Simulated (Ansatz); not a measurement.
The starting structures come from a database of crystals and need not be the phases stable at ambient conditions.

Evanescent states of SrTiO3 (I4/mcm, 10 atoms a cell, 12.0 Å³ an atom) along the normal of (110)

Level of theory: r2SCAN (plane waves, PAW; Ansatz, a quantum-chemistry and plane-wave program).

No gap correction and no spin-orbit coupling; mid-gap is the computed energy nearest the middle.

Energies count from the valence-band top; κ is the least over a 6×6 mesh across the current.

| E (eV) | κ (1/Å) | where |
|---|---|---|
| 0.06 | 0.115 | Γ |
| 0.18 | 0.188 | Γ |
| 0.30 | 0.201 | Γ |
| 0.42 | 0.213 | Γ |
| 0.54 | 0.225 | Γ |
| 0.66 | 0.235 | Γ |
| 0.78 | 0.243 | Γ |
| 0.90 | 0.251 | Γ |
| 1.02 | 0.257 | Γ |
| 1.14 | 0.263 | Γ |
| 1.26 | 0.268 | Γ |
| 1.38 | 0.272 | Γ |
| 1.50 | 0.261 | Γ |
| 1.62 | 0.248 | Γ |
| 1.74 | 0.232 | Γ |
| 1.86 | 0.212 | Γ |
| 1.98 | 0.187 | Γ |
| 2.10 | 0.154 | Γ |
| 2.22 | 0.108 | Γ |

Task: How thick must the barrier be to attenuate the transmission by 10^4 when the electrodes' Fermi level lies at 1.38 eV, and what attenuation does that film give at 0.42 eV?

Result: d = 4 ln 10 / (2 × 0.272) = 16.9 Å. At 0.42 eV it gives 4 × 0.213/0.272 = 3.1 decades.
